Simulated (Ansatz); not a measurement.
The reference is SnTe in the rock salt structure (space group Fm-3m, No. 225).

```yaml
crystal:
  lattice:
    - [0.00000, 3.18559, 3.18559]
    - [3.18559, 0.00000, 3.18559]
    - [3.18559, 3.18559, 0.00000]
  atoms:
    - { symbol: Te, position: [0.00000, 0.00000, 0.00000] }
    - { symbol: Sn, position: [0.50000, 0.50000, 0.50000] }
```

Level of theory: r2SCAN in Ansatz (plane waves to 500 eV, PAW, scalar-relativistic without spin-orbit coupling), earlier PAW set.

For the base:

```
Quantity               Value
-------------------  -------
Lattice parameter a  6.371 Å
```

The change: cell and atoms relaxed at a pressure of 4.5 GPa.

Q: Estimate the effect on the lattice parameter a.

A: The lattice parameter a drops by 0.178 Å (6.371 Å → 6.193 Å).

Load acts through the strain it causes; cell and atoms are relaxed under it. No phonon test of stability was made.

Ansatz is a program for electronic structure.
